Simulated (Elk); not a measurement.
How a calculation on NaSe (Fm-3m, 2 atoms in the cell) responds to its settings

```yaml
crystal:
  lattice:
    - [0.00000, 2.99326, 2.99326]
    - [2.99326, 0.00000, 2.99326]
    - [2.99326, 2.99326, 0.00000]
  atoms:
    - { symbol: Na, position: [0.00000, 0.00000, 0.00000] }
    - { symbol: Se, position: [0.50000, 0.50000, 0.50000] }
```

Base run A: PBEsol, all-electron FP-LAPW, Elk's shipped species files, default APW+lo basis run with Elk, self-consistent single point.

Its settings: xctype = 22; rgkmax = 7; stype = 1; swidth = 0.00999582 Ha; ngridk = 9 9 9.

The starting cell comes from a database of computed structures (which also holds hypothetical and non-ambient phases and stackings), without a prior relaxation at this level. Values depend on the basis (sphere radii, cutoffs, local orbitals), which need not be converged. The run gives no clean gap (levels at the Fermi energy touch, overlap or are partly filled at this smearing), which alone does not show that the compound is a metal.

ΔE is the total energy (no entropy term) per atom less that of run A. 

Runs E sample the zone with one or two k-points, far too few for so small a cell.

```csv
run,change,ΔE (meV/atom),k-points,valence electrons
A,base,0.00,35,25
B,"2 x 1 x 1 supercell, mesh divided and rounded up; ngridk: 9 9 9 → 5 9 9",-0.50,115,50
C,"1 x 2 x 1 supercell, mesh divided and rounded up; ngridk: 9 9 9 → 9 5 9",-0.47,115,50
D,"1 x 1 x 2 supercell, mesh divided and rounded up; ngridk: 9 9 9 → 9 9 5",-0.48,115,50
E,2 x 2 x 1 supercell at the zone centre alone; ngridk: 9 9 9 → 1 1 1,590.9,1,100
F,"3 x 1 x 1 supercell, mesh divided to match; ngridk: 9 9 9 → 3 9 9",-0.03,70,75
```

Run E against A: The total energy goes up by 591 meV/atom.

Run C against A: The total energy is nearly the same (within 1 meV/atom).
